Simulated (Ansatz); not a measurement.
Ansatz (an electronic-structure program) run on Mg (R-3m, 3 atoms in the cell): relaxation of cell and atoms.

Level of theory: PBEsol, default PAW files made with PBE (plane waves; Ansatz).

The change in words: atoms on their sites; relax: default → cell and atoms. Reference geometry:
```
CELL_PARAMETERS angstrom
      1.58792     0.91678     7.67678
     -1.58792     0.91678     7.67678
      0.00000    -1.83357     7.67678
ATOMIC_POSITIONS crystal
  Mg 0.00217 0.00217 0.00217
  Mg 0.22193 0.22193 0.22193
  Mg 0.77807 0.77807 0.77807
```

Reference input (self-consistent single point, DFT, PBEsol, plane waves, default PAW files made with PBE): basis.ecutwfc = 420 eV; kpoints.mp_grid.grid = 8 8 8; hamiltonian.xc = pbesol; hamiltonian.pseudopotentials = {kind: paw} (the program's default PAW files); scf.occupations.method = gaussian; scf.occupations.width = 0.1 eV. This run's input differs from it in these lines:

```diff
@@ -7,3 +7,3 @@
   atoms:
-    - { symbol: Mg, position: [0.002171, 0.002171, 0.002171] }
+    - { symbol: Mg, position: [0.000000, 0.000000, 0.000000] }
     - { symbol: Mg, position: [0.221933, 0.221933, 0.221933] }
@@ -23,2 +23,4 @@
     width: 0.1 eV
+relax:
+  cell: {}
 output:
```

Output, abridged:

```
   [... SCF lines of the steps left out ...]
relax step   1: F+E_penalty+E_count = -5736.17154313 eV  Δ(F+E_penalty+E_count) = +0.000e0 eV  max|allowed force component| = 1.052e-2 eV/Å  Δτ_max = 0.0000 Å  P = +0.354 GPa  Ω = 67.054 Å³  (6 SCF iters, dr2 threshold 1.00e-7 eV, accepted)
relax step   2: F+E_penalty+E_count = -5736.17324626 eV  Δ(F+E_penalty+E_count) = -1.703e-3 eV  max|allowed force component| = 8.312e-4 eV/Å  Δτ_max = 0.0025 Å  P = +0.059 GPa  Ω = 67.614 Å³  energy of the carried Pulay correction = -7.871e-6 eV  (4 [...]
relax step   3: F+E_penalty+E_count = -5736.17326698 eV  Δ(F+E_penalty+E_count) = -2.072e-5 eV  max|allowed force component| = 5.820e-5 eV/Å  Δτ_max = 0.0002 Å  P = -0.000 GPa  Ω = 67.725 Å³  energy of the carried Pulay correction = -9.413e-6 eV  (3 [...]
relax step   4: F+E_penalty+E_count = -5736.17327706 eV  Δ(F+E_penalty+E_count) = -1.008e-5 eV  max|allowed force component| = 8.879e-5 eV/Å  Δτ_max = 0.0000 Å  P = -0.000 GPa  Ω = 67.725 Å³  stress off target by 2.84e-3 GPa  SCF on the basis [...]
basis re-selected at this cell: Δ(F+E_penalty+E_count) = -1.008e-5 eV, ΔP = -0.000 GPa vs the last step
the relaxation is at rest under the 12 symmetry operations that the run kept from its start: a minimum is not shown …
Stability not checked: this state was not tested for a lower state beside it, because too few of the mixer's solves of this state at the end of the SCF gave a …
Free energy (F): -5736.173277 eV
Internal energy: -5736.167503 eV  (E = F + TS)
   [... lines left out ...]
Fermi energy:    5.723015 eV
  cell:  # Å, volume = 67.7246 Å³
   [... lines left out ...]
    - [-1.5980484066432654, 0.9226335115479841, 7.655538074646879]
    - [-1.9615255863813244e-33, -1.8452675217126409, 7.655538014554365]
  atoms:
    - { symbol: Mg, position: [1.255390583561908e-20, 1.2553905835619079e-20, 1.2553902265413601e-20] }
    - { symbol: Mg, position: [0.22205147246737558, 0.22205147246737558, 0.22205147246737558] }
    - { symbol: Mg, position: [0.7779485275326244, 0.7779485275326244, 0.7779485275326244] }
```

The run converged. 

Summary of the result:
```
Property                                                                            Value
-----------------------------------------------  ----------------------------------------
Free energy E − TS (on the zero of these files)                             -5736.1733 eV
Fermi level (on the code's own zero)                                              5.72 eV
Pressure                                                                         0.00 GPa
Final cell                                       a = b = c = 7.8748 Å, α = β = γ = 23.42°
Final volume per atom                                                            22.57 Å³
Relaxation steps                                                                        4
```

The starting cell comes from a database of computed structures (which also holds hypothetical and non-ambient phases and stackings), without a prior relaxation at this level. Its lattice was rescaled by up to half a per cent. The relaxation keeps the symmetry of its start, so its end need not be a minimum. Ansatz's pressure includes its estimate of the finite-basis (Pulay) stress.

Keys are those of Ansatz 0.2.
